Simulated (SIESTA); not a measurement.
Band structure of ScGaCu (P-1, 6 atoms in the cell).

```yaml
crystal:
  lattice:
    - [4.15012, 0.00000, 0.00000]
    - [2.07450, 4.85626, 0.00000]
    - [2.06856, -0.56071, 4.90049]
  atoms:
    - { symbol: Sc, position: [0.75589, 0.77905, 0.70765] }
    - { symbol: Sc, position: [0.24411, 0.22095, 0.29235] }
    - { symbol: Ga, position: [0.04825, 0.78341, 0.11932] }
    - { symbol: Ga, position: [0.95175, 0.21659, 0.88068] }
    - { symbol: Cu, position: [0.54290, 0.62128, 0.29271] }
    - { symbol: Cu, position: [0.45710, 0.37872, 0.70729] }
```

Level of theory: GGA PBEsol, numerical atomic orbitals DZP, PseudoDojo PBEsol standard norm-conserving potentials (rewritten from UPF to PSML) (SIESTA).

Settings: XC.functional = GGA; XC.authors = PBEsol; potentials = PseudoDojo PBEsol standard; PAO.BasisSize = DZP; PAO.EnergyShift = 0.01 Ry; MeshCutoff = 350 Ry; kgrid.MonkhorstPack = 5 3 3; OccupationFunction = FD; ElectronicTemperature = 136 meV; MaxSCFIterations = 150; SCF.Mixer.Method = Broyden; SCF.Mixer.Weight = 0.25; SCF.Mixer.History = 8; SCF.DM.Tolerance = 1.0E-05.

The starting cell comes from a database of computed structures (which also holds hypothetical and non-ambient phases and stackings), without a prior relaxation at this level. Spin polarisation is off. Values carry the incompleteness of an atom-centred basis.

Levels in eV from the Fermi level, bands 41 to 46:
```json
[
 {"point": "X", "41": "-0.69", "42": "-0.54", "43": "0.09", "44": "0.49", "45": "0.84", "46": "1.31"},
 {"point": "Γ", "41": "-1.01", "42": "-0.98", "43": "-0.58", "44": "-0.17", "45": "0.37", "46": "1.68"},
 {"point": "Y", "41": "-0.75", "42": "-0.62", "43": "0.08", "44": "0.40", "45": "0.59", "46": "1.18"},
 {"point": "L", "41": "-0.59", "42": "0.03", "43": "1.00", "44": "1.02", "45": "1.46", "46": "1.74"},
 {"point": "Z", "41": "-1.46", "42": "-1.25", "43": "-0.86", "44": "-0.37", "45": "0.08", "46": "1.63"},
 {"point": "N", "41": "-2.03", "42": "-1.56", "43": "-0.08", "44": "0.43", "45": "0.51", "46": "0.72"},
 {"point": "M", "41": "-2.03", "42": "-1.56", "43": "-0.08", "44": "0.43", "45": "0.51", "46": "0.73"},
 {"point": "R", "41": "-1.46", "42": "-1.25", "43": "-0.86", "44": "-0.38", "45": "0.09", "46": "1.64"}
]
```

Bands cross the Fermi level along this path, so the cell is metallic at this level.

Higher empty bands are left out: an atom-centred basis made for the valence describes them poorly.
